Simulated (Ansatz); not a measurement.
```xyz
28
Lattice="4.6903 0.0000 0.0000 -2.3451 4.0619 0.0000 0.0000 0.0000 53.9273" Properties=species:S:1:pos:R:3 pbc="T T T"
Sn     0.0000     0.0000    -0.0127
Sn     0.0000     0.0000     2.8812
Sn     0.0000     2.7079     3.8471
Sn     0.0000     2.7079     6.7370
Sn     0.0000     0.0000     7.7033
Sn     0.0000     0.0000    10.5935
Sn     0.0000     2.7079    11.5598
Sn     0.0000     2.7079    14.4496
Sn     0.0000     0.0000    15.4155
Sn     0.0000     0.0000    18.3095
Sn     0.0000     2.7079    19.2740
Sn     0.0000     2.7079    22.1487
Sn     0.0000     5.4159    23.1117
Sn     0.0000     5.4159    25.9863
Sn     0.0000     0.0000    26.9509
Sn     0.0000     0.0000    29.8449
Sn     0.0000     5.4159    30.8107
Sn     0.0000     5.4159    33.7006
Sn     0.0000     0.0000    34.6669
Sn     0.0000     0.0000    37.5571
Sn     0.0000     5.4159    38.5234
Sn     0.0000     5.4159    41.4133
Sn     0.0000     0.0000    42.3792
Sn     0.0000     0.0000    45.2731
Sn     0.0000     5.4159    46.2377
Sn     0.0000     5.4159    49.1123
Sn     0.0000     2.7079    50.0753
Sn     0.0000     2.7079    52.9500
```

Method: PBE (plane waves to 420 eV, PAW; Ansatz, an electronic-structure program). Scalar-relativistic, without spin–orbit coupling. Its k-point mesh 12×12×2, Fermi–Dirac width 0.01 eV.

Question: This stack holds a planar fault. Which, and at what energy?

Answer: 2 × I2 fault in 2H of Sn (in a parent form that need not be the stable one), layers hhhhhcchhhhhcc; about -53 mJ/m² each.
